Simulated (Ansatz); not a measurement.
# AlN: stress against strain

AlN (wurtzite, P6_3mc, 10.211 Å³/atom at rest, c along z) under an equal strain ε in the (0001) plane with the normal axis free, as in a coherent film. LDA in Ansatz, a plane-wave DFT program (PAW, default set), 420 eV, 12×12×7 Γ-centred mesh, Fermi-Dirac smearing 0.05 eV; ions are relaxed within the symmetry of each cell. Stress is positive for a compressed cell.

Here s stands for strain and y for stress xx.

| strain (%) | stress xx (GPa) |
|---|---|
| -1.20 | 5.94 |
| -0.60 | 2.90 |
| 0.00 | 0.00 |
| 0.60 | -2.77 |
| 1.20 | -5.39 |
| 3.00 | ? |

Fit y of the 5 rows that show it with a straight line. Means: s 0, y 0.136. About the means, the sum of products is -16.998 and the sum of squares of s is 3.6000; the slope is their ratio. Least squares gives y = 0.136 - 4.7217·s. Residuals (row less fit): 0.138, -0.069, -0.136, -0.073, 0.140; standard error 0.150 (degrees of freedom: 3). The slope gives the biaxial elastic modulus of this plane = 472 ± 8 GPa.

### Question
Estimate the missing y (s = 3.00); what did the run itself give?

### Answer
y = 0.136 - 4.7217 × 3.0 = -14.029 GPa. The calculation gives -12.45 GPa, 1.579 GPa above the prediction (8.6 % of the range of y in the table). The row lies outside the fitted rows, so this is an extrapolation. From the scatter of the fitted rows alone, a prediction at this place has a standard error of 0.288 GPa, so the miss is 5.5 times that.

One order more, fitted to all 11 runs of the series, follows each within 0.01, so the miss is the next term of a smooth law. Rows are the converged runs of the series near zero and its far end; series whose fitted rows scatter by over a few per cent of the range, as at a crossing or softening among them, aren't shown in this form. Most that stay on the fit to the last digits aren't either.
